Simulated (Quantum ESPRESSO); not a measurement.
Troubleshooting Quantum ESPRESSO: a failed run on Al2O3 (P1, 40 atoms in the cell). The aim is a self-consistent single point with DFT, LDA (PZ), plane waves, GBRV 1.5 ultrasoft (LDA) pseudopotentials.

Cell that was meant: a = 5.6297 Å, b = 5.6518 Å, c = 14.0840 Å, α = 89.62°, β = 89.16°, γ = 60.23°.

Part of the input:

```fortran
O     6.8988259531    4.1333293407    0.3841709274
O     5.4885159989    1.6785872877    0.2315164973
K_POINTS {automatic}
3 3 1
```

Output, abridged:

```
     This program is part of the open-source Quantum ESPRESSO suite
     for quantum simulation of materials; please cite

 %%%%%%%%%%%%%%%%%%%%%%%%%%%%%%%%%%%%%%%%%%%%%%%%%%%%%%%%%%%%%%%%%%%%%%%%%%%%%%
     Error in routine card_kpoints (1):
      end of file while reading automatic k points
 %%%%%%%%%%%%%%%%%%%%%%%%%%%%%%%%%%%%%%%%%%%%%%%%%%%%%%%%%%%%%%%%%%%%%%%%%%%%%%

     stopping ...
```

From the messages shown, name the fault and mend the input.

The fault is an automatic mesh without its three shifts. The card takes six integers. To fix it, add the shifts. The program stopped before any SCF iteration.

An input that runs soundly differs in these lines (not the only fix; some lines may just follow from the change or write a value another way):
```diff
-3 3 1
+3 3 1  0 0 0
```

With that input, the run converged in 14 iterations: free energy E − TS -12061.3355 eV; top of the valence band (on the code's own zero) 6.89 eV; gap on the k-point mesh 3.29 eV; pressure -9.61 GPa; largest force (vector length) 0.526 eV/Å (DFT, LDA (PZ), plane waves, GBRV 1.5 ultrasoft (LDA) pseudopotentials).

On the sound input: the starting cell comes from a database of computed structures (which also holds hypothetical and non-ambient phases and stackings), without a prior relaxation at this level. With a pressure of about -10 GPa the cell is away from its equilibrium volume at this level.
